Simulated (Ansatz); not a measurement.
Start from Ga2O3 in the corundum structure (space group R-3c, No. 167; a = 4.950 Å, c = 13.306 Å (hexagonal axes)). Axes: x lies along a and z along c of the hexagonal cell.

Calculations: Kohn–Sham DFT with the LDA functional, run in Ansatz (a first-principles code) with PAW and 420 eV plane waves, no spin-orbit coupling.

Perturbation: uniaxial strain ε_zz = +3.00 %, all other strain components held at zero; the atoms relax in the strained cell.

Problem. Predict the stress tensor and what it implies for the stiffness.

Solution. Stress of the strained cell less that of the base (GPa, compression positive):
```
  -3.88    0.00    0.00
   0.00   -3.88    0.00
   0.00    0.00  -10.61
```

Then −Δσ_ii/ε with ε = 0.0300 gives secant stiffness values (nonlinear terms included at this strain): C33 ≈ 354 GPa, C13 ≈ 129 GPa and C23 ≈ 129 GPa.

As a check, the harmonic strain energy −½ V₀ Δσ:ε is 9.3 meV/atom; the computed energy rise is 9.5 meV/atom.

Stability against distortions was not tested.
